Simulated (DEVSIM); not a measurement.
Device: Ni/TiO2/p-In0.53Ga0.47As capacitor, at 300 K.

```csv
layer (left to right),material,thickness (nm),Na (cm⁻³)
1,TiO2,9.10,-
2,In0.53Ga0.47As,4500,3.2e15
```

Metal gate on the left, work function 5.1 eV. Fixed charge at the semiconductor interface -1.4e11 cm⁻² (in units of +e); no interface traps.

This is a model device: material constants are rounded textbook-type values typed into the input, and sizes, dopings and lifetimes were drawn at random. Values at 300 K.

```tsv
parameter	TiO2	In0.53Ga0.47As
gap (eV)	3.2	0.74
affinity (eV)	3.9	4.51
permittivity	60	13.9
Nc (cm⁻³)	-	2.1e17
Nv (cm⁻³)	-	7.7e18
```

DEVSIM, 1D Poisson equation in equilibrium, Boltzmann statistics, complete ionisation; no quantum confinement or tunnelling. Metal contacts follow the ideal Schottky-Mott rule: no Fermi-level pinning, no interface dipoles.

Q: Tabulate band edges, carrier densities and field at 0.3 V on the gate.

A: Energies count from the Fermi level of the right contact; mesh points crowd at the junctions.

```csv
x (μm),Ec (eV),Ev (eV),n (cm⁻³),p (cm⁻³),field (V/cm)
0.000,0.900,-2.300,< 1e2,< 1e2,7300
0.001300,0.901,-2.299,< 1e2,< 1e2,7300
0.003807,0.903,-2.297,< 1e2,< 1e2,7300
0.006775,0.905,-2.295,< 1e2,< 1e2,7300
0.008927,0.907,-2.293,< 1e2,< 1e2,7300
0.01015,0.298,-0.442,2.1e12,2.9e11,13000
0.01309,0.302,-0.438,1.8e12,3.4e11,13000
0.02318,0.315,-0.425,1.1e12,5.6e11,13000
0.04231,0.339,-0.401,4.2e11,1.4e12,12000
0.08813,0.390,-0.350,6.0e10,1.0e13,10000
0.1888,0.471,-0.269,2.6e9,2.3e14,6000
0.5427,0.538,-0.202,2.0e8,3.1e15,150
1.214,0.539,-0.201,1.9e8,3.2e15,≈ 0
2.673,0.539,-0.201,1.9e8,3.2e15,≈ 0
3.889,0.539,-0.201,1.9e8,3.2e15,≈ 0
4.235,0.539,-0.201,1.9e8,3.2e15,≈ 0
4.392,0.539,-0.201,1.9e8,3.2e15,≈ 0
4.458,0.539,-0.201,1.9e8,3.2e15,≈ 0
4.493,0.539,-0.201,1.9e8,3.2e15,≈ 0
4.502,0.539,-0.201,1.9e8,3.2e15,≈ 0
4.507,0.539,-0.201,1.9e8,3.2e15,≈ 0
4.509,0.539,-0.201,1.9e8,3.2e15,≈ 0
```
